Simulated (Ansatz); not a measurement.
Start from Rh$_{3}$Si$_{2}$ (space group P-3m1, No. 164; a cell from a computed database, its experimental status unchecked).

```yaml
crystal:
  lattice:
    - [3.95798, 0.00000, 0.00000]
    - [-1.97899, 3.42771, 0.00000]
    - [0.00000, 0.00000, 5.03608]
  atoms:
    - { symbol: Si, position: [0.33333, 0.66667, 0.19806] }
    - { symbol: Si, position: [0.66667, 0.33333, 0.80194] }
    - { symbol: Rh, position: [0.33333, 0.66667, 0.67342] }
    - { symbol: Rh, position: [0.66667, 0.33333, 0.32658] }
    - { symbol: Rh, position: [0.00000, 0.00000, 0.00000] }
```

Cartesian axes are those of the cell as printed.

Computed with Kohn–Sham DFT with the PBEsol functional, run in Ansatz (a first-principles code) with PAW and 420 eV plane waves, no spin-orbit coupling, earlier PAW set.

Perturbation: the cell is scaled by 1.0283 in all directions, atoms relaxed at fixed cell.

### Question
Predict the stress tensor and what it implies for the stiffness.

### Answer
Stress of the strained cell less that of the base (GPa, compression positive):
```
  -16.4     0.0     0.0
    0.0   -16.4     0.0
    0.0     0.0   -14.4
```

Then B = −ΔP/(ΔV/V₀) with ΔV/V₀ = 0.0873 gives secant stiffness values (nonlinear terms included at this strain): B (at held cell shape, above the free-shape value) ≈ 180 GPa.

As a check, the harmonic strain energy −½ V₀ Δσ:ε is 57 meV/atom; the computed energy rise is 64 meV/atom.

Whether these cells are dynamically stable was not tested. All final runs are without spin polarisation. An odd electron count without spin: Rh3Si2.
